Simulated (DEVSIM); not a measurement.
# abrupt Si p-n junction

System: abrupt Si p-n junction, at 300 K.

```
layer (left to right)  material  thickness (μm)  Nd (cm⁻³)  Na (cm⁻³)  τn (s)  τp (s)
---------------------  --------  --------------  ---------  ---------  ------  ------
1                            Si          0.0660          -     4.2e15    1e-7    1e-7
2                            Si             180     1.3e15          -    1e-7    1e-7
```

Left contact: ohmic. Right contact: ohmic. Voltage is applied to the left contact. Recombination: SRH at mid-gap, radiative. Mobility is constant in doping.

This is a model device: material constants are rounded textbook-type values typed into the input, and sizes, dopings and lifetimes were drawn at random. Values at 300 K.

```tsv
parameter	Si
gap (eV)	1.124
affinity (eV)	4.05
permittivity	11.7
Nc (cm⁻³)	2.86e19
Nv (cm⁻³)	3.1e19
μn (cm²/Vs)	1417
μp (cm²/Vs)	470
B (cm³/s)	4.7e-15
```

Model (solved in DEVSIM): 1D drift-diffusion, Boltzmann statistics, complete ionisation; no tunnelling, impact ionisation, image-force lowering or self-heating.

* **Potential step across the device at zero bias**: 0.635 V
* **Largest field in the device at zero bias**: 15000 V/cm
* **Dark forward voltage at 1 A/cm²**: 0.503 V

Dark forward current:

```csv
V (V),J (A/cm²)
0.05,5.6e-7
0.15,2.3e-5
0.30,0.0058
0.40,0.16
0.55,1.6
0.65,2.9
0.75,4.4
0.90,6.7
1.00,8.2
1.10,9.8
1.25,12
1.35,14
1.50,16
1.60,18
```

Dark reverse current:

```json
[
 {"V (V)": "-0.40", "J (A/cm²)": "-3.8e-7"},
 {"V (V)": "-1.00", "J (A/cm²)": "-6.8e-7"},
 {"V (V)": "-2.00", "J (A/cm²)": "-1.0e-6"},
 {"V (V)": "-3.00", "J (A/cm²)": "-1.3e-6"},
 {"V (V)": "-4.00", "J (A/cm²)": "-1.6e-6"},
 {"V (V)": "-6.00", "J (A/cm²)": "-2.0e-6"},
 {"V (V)": "-8.00", "J (A/cm²)": "-2.4e-6"},
 {"V (V)": "-10.00", "J (A/cm²)": "-2.7e-6"},
 {"V (V)": "-13.00", "J (A/cm²)": "-3.1e-6"},
 {"V (V)": "-16.00", "J (A/cm²)": "-3.5e-6"},
 {"V (V)": "-20.00", "J (A/cm²)": "-4.0e-6"}
]
```
